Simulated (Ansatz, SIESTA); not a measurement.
**Ni2Ge (P1, 6 atoms in the cell) computed with different codes at matched settings**

Self-consistent single point, at a second geometry (atoms moved at random). First geometry:

```
Ni2Ge
1.0
    3.97981     0.00000     0.00000
   -1.98991     3.44662     0.00000
    0.00000     0.00000     5.02388
Ni Ge
4 2
Direct
  0.66667   0.33333   0.25000
  0.33333   0.66667   0.75000
  0.00000   0.00000   0.00000
  0.00000   0.00000   0.50000
  0.66667   0.33333   0.75000
  0.33333   0.66667   0.25000
```

Second geometry:
```
CELL_PARAMETERS angstrom
      3.97981     0.00000     0.00000
     -1.98991     3.44662     0.00000
      0.00000     0.00000     5.02388
ATOMIC_POSITIONS crystal
  Ni 0.66079 0.32766 0.25386
  Ni 0.33064 0.66225 0.74989
  Ni 0.99705 0.00428 0.99741
  Ni 0.99856 0.99369 0.50039
  Ge 0.68315 0.34308 0.74401
  Ge 0.32981 0.66904 0.25444
```

Shared settings, as Ansatz (an electronic-structure program) writes them: kpoints.mp_grid.grid = 9 9 6; scf.occupations.method = gaussian; scf.occupations.width = 0.272 eV. Potentials and cutoffs stand in the table.

```csv
code,model,ΔF from the first geometry (meV/atom),pressure (GPa),largest force (eV/Å),cutoff
SIESTA,"GGA PBEsol, numerical atomic orbitals DZP, PseudoDojo PBEsol standard norm-conserving potentials (rewritten from UPF to PSML)",8.6,2.20,1.011,grid 400 Ry
Ansatz,"PBEsol, default PAW files made with PBE",7.2,-0.70,0.861,default
```

Size of the force on each atom (eV/Å): Sizes of forces hide their directions.

```tsv
code	Ni1	Ni2	Ni3	Ni4	Ge5	Ge6
SIESTA	0.429	0.806	0.186	0.125	1.011	0.428
Ansatz	0.364	0.704	0.185	0.116	0.861	0.363
```

On Ansatz's run: spin polarisation is off.

The spread over the programs that give each value: ΔF from the first geometry within 1.4 meV/atom; pressure within 2.90 GPa; largest force within 0.150 eV/Å.

SIESTA uses small atom-centred bases, whose incompleteness enters pressures, forces and empty levels differently from a plane-wave cutoff. Ansatz's pressure is given at a fixed set of plane waves, as the other plane-wave codes print theirs; with its correction for the finite basis it is -0.64 GPa.

The starting cell comes from a database of computed structures (which also holds hypothetical and non-ambient phases and stackings), without a prior relaxation at this level. For this run, on top of that: atoms moved at random.

Keys are those of Ansatz 0.2.
